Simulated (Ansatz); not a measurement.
Abridged Ansatz (a quantum-chemistry and plane-wave program) output:

```
Pseudopotential: Ba, paw, valence charge 10
Pseudopotential: Ca, paw, valence charge 10
Crystal: 3 atoms, lattice volume = 167.616 Å³
Basis set: ecut = 500 eV, 4251 PW (Γ), exchange–correlation on 200×200×128 points (64 copies of the dense FFT grid, shifted against one another)
Bands: 19, of which v1, the nominal top of the filled ones, is band 15 counted from 1 (14 counted from 0)
Symmetry: 12 space group operations
k-points: 85 of 704
Functional: x = r2scan, c = r2scan; τ floored in thin density (d = 2e-4 eV/Å³)
SCF iter   1: F=—  HF=-13750.422433 eV  |F-HF|=—  |Δ(HF+E_count)|=         —  Δρ=4.27e-3  dr2=6.95e-2  dr2_τ=3.86e-3  ethr=1.77e-3  ⟨swp⟩=9.0  Hψ=10373  notcnv=0
SCF iter   2: F=—  HF=-13750.528940 eV  |F-HF|=—  |Δ(HF+E_count)|=   1.07e-1  Δρ=2.43e-3  dr2=2.58e-2  dr2_τ=4.00e-4  ethr=2.32e-4  ⟨swp⟩=2.8  Hψ=3520  notcnv=0
SCF 1 converged in 9 iterations: F = -13750.524845 eV  dr2 = 9.38e-11
SCF converged after 9 iterations
Free energy (F): -13750.524845 eV
Internal energy: -13750.491897 eV  (E = F + TS)
E sigma→0 (E₀):  -13750.508371 eV
Entropy (-TS):   -0.032948 eV (-10.983 meV/atom)
Fermi energy:    5.700801 eV
--- Forces (eV/Å), atoms counted from 1 ---
  atom   1  Ba     0.00000000     0.00000000    -0.00000794
  atom   2  Ca    -0.00000000     0.00000000     0.00000000
  atom   3  Ba    -0.00000000    -0.00000000     0.00000794
--- Stress (GPa, compression-positive) ---
        0.000197       0.000000      -0.000000
       -0.000000       0.000197      -0.000000
       -0.000000       0.000000       0.000090
  P = ⅓ Tr σ = 0.0002 GPa (0.002 kbar)
```

Task: What was computed, and what are the main results?

Result: Ba2Ca, 3 atoms in the cell, with r2SCAN, PAW, 500 eV (Ansatz; scalar-relativistic without spin-orbit coupling). The last SCF converged to F = -13750.524845 eV, or -4583.5083 eV per atom, at a pressure of 0.00 GPa. The total energy compares only with runs of the same code, potentials and settings.

Each cell is one ordered arrangement of few atoms, which overstates ordering effects compared with a random alloy. No phonon test of stability was made. The cell was made from Ba by this change: x(Ca) = 0.333, 3 atoms, P-3m1.
